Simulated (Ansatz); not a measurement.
Start from BaTiO3 (space group P4mm, No. 99).

```xyz
5
Lattice="3.9723 0.0000 0.0000 0.0000 3.9723 0.0000 0.0000 0.0000 4.1128" Properties=species:S:1:pos:R:3 pbc="T T T"
Ti     1.9861     1.9861     1.8603
Ba     0.0000     0.0000     3.8423
O      1.9861     1.9861     3.6817
O      1.9861     0.0000     1.6950
O      0.0000     1.9861     1.6950
```

Cartesian axes are those of the cell as printed.

Method: Kohn–Sham DFT with the r2SCAN functional, run in Ansatz (an electronic-structure program) with PAW and 500 eV plane waves, no spin-orbit coupling.

Base values:

| Item | Result |
|---|---|
| Band gap | 2.23 eV |
| Volume per atom | 12.98 Å³ |

Now apply this change: compressive biaxial strain of 4.36 % in the plane normal to [001], as in epitaxy on a mismatched substrate; the out-of-plane cell vector and the atoms relax.

Q: Estimate the effect on the band gap and volume per atom.

A: The band gap rises by 0.12 eV to 2.35 eV; the volume per atom grows by 0.32 Å³, from 12.98 Å³ to 13.30 Å³.

Whether these cells are dynamically stable was not tested. All final runs are without spin polarisation.
